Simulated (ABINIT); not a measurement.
Input and output of a self-consistent single point for Pt (Fm-3m, 1 atom in the cell) (ABINIT).

Level of theory: PBE, norm-conserving pseudopotentials (PseudoDojo nc-sr-05 PBE standard) (plane waves; ABINIT 10.0.3).

The change in words: lattice scaled by 0.98. Reference geometry:
```
CELL_PARAMETERS angstrom
      0.00000     2.00312     2.00312
      2.00312     0.00000     2.00312
      2.00312     2.00312     0.00000
ATOMIC_POSITIONS crystal
  Pt 0.00000 0.00000 0.00000
```

Reference input (self-consistent single point, DFT, PBE, plane waves, norm-conserving pseudopotentials (PseudoDojo nc-sr-05 PBE standard)): pseudos = [Pt.upf]; ecut = 42 Ha; occopt = 3; tsmear = 0.00183747 Ha; ngkpt = 19 19 19; nshiftk = 1; shiftk = 0 0 0; potentials = PseudoDojo nc-sr-05 PBE standard; nband = 14; kptopt = 1; nstep = 60; toldfe = 1e-09 Ha. This run's input differs from it in these lines:

```diff
@@ -5,5 +5,5 @@
 rprim
-        -0.0000000000    2.0031200000    2.0031200000
-         2.0031200000    0.0000000000    2.0031200000
-         2.0031200000    2.0031200000    0.0000000000
+        -0.0000000000    1.9630580000    1.9630580000
+         1.9630580000   -0.0000000000    1.9630580000
+         1.9630580000    1.9630580000   -0.0000000000
 natom 1
```

The program printed (abridged):

```
--- !BeginCycle
solver: {iscf: 7, nstep: 60, nline: 4, wfoptalg: 0, }
tolerances: {toldfe: 1.00E-09, }
...

     iter   Etot(hartree)      deltaE(h)  residm     vres2
 ETOT  1  -130.54342296885    -1.305E+02 2.612E-01 7.685E+01
 ETOT  2  -130.58299488415    -3.957E-02 1.327E-02 4.299E+01
 ETOT  3  -130.59228646846    -9.292E-03 2.833E-03 1.331E-02
 ETOT  4  -130.59228900068    -2.532E-06 2.120E-03 4.667E-04
 ETOT  5  -130.59228906042    -5.974E-08 8.798E-04 1.797E-06
 ETOT  6  -130.59228906055    -1.334E-10 6.690E-04 1.560E-08
 ETOT  7  -130.59228906056    -2.416E-12 4.087E-04 1.005E-11
 At SCF step    7, etot is converged :
  for the second time, diff in etot=  2.416E-12 < toldfe=  1.000E-09

 Cartesian components of stress tensor (hartree/bohr^3)
  sigma(1 1)= -2.87059180E-04  sigma(3 2)=  0.00000000E+00
  sigma(2 2)= -2.87059180E-04  sigma(3 1)=  0.00000000E+00
  sigma(3 3)= -2.87059180E-04  sigma(2 1)=  0.00000000E+00

 ----iterations are completed or convergence reached----

 reduced coordinates (array xred) for    1 atoms
       0.000000000000      0.000000000000      0.000000000000
 cartesian forces (eV/Angstrom) at end:
    1     -0.00000000000000    -0.00000000000000    -0.00000000000000
 frms,max,avg= 0.0000000E+00 0.0000000E+00   0.000E+00  0.000E+00  0.000E+00 e/A
 length scales=  1.889726132886  1.889726132886  1.889726132886 bohr
   [... lines left out ...]
 Fermi (or HOMO) energy (eV) =  16.39055   Average Vxc (eV)= -14.52337
   [... lines left out ...]
total_energy        : -1.30592289060555E+02
total_energy_eV     : -3.55359690678285E+03
band_energy         : -9.35970454294119E+00
...

-Cartesian components of stress tensor (GPa)         [Pressure=  8.4456E+00 GPa]
- sigma(1 1)= -8.44557125E+00  sigma(3 2)=  0.00000000E+00
- sigma(2 2)= -8.44557125E+00  sigma(3 1)=  0.00000000E+00
- sigma(3 3)= -8.44557125E+00  sigma(2 1)=  0.00000000E+00

 Calculation completed.
```

The run converged in 7 iterations. Against the reference run the free energy rises by 2.2 meV/atom and the pressure goes from -6.80 to 8.45 GPa.

The starting cell comes from a database of computed structures (which also holds hypothetical and non-ambient phases and stackings), without a prior relaxation at this level. Its lattice was rescaled by a random factor within 2.5 % of one. For this run, on top of that: lattice scaled by 0.98. Spin polarisation is off. With a pressure of about 8 GPa the cell is away from its equilibrium volume at this level.

Cost on one core of a shared machine: roughly 40 s.
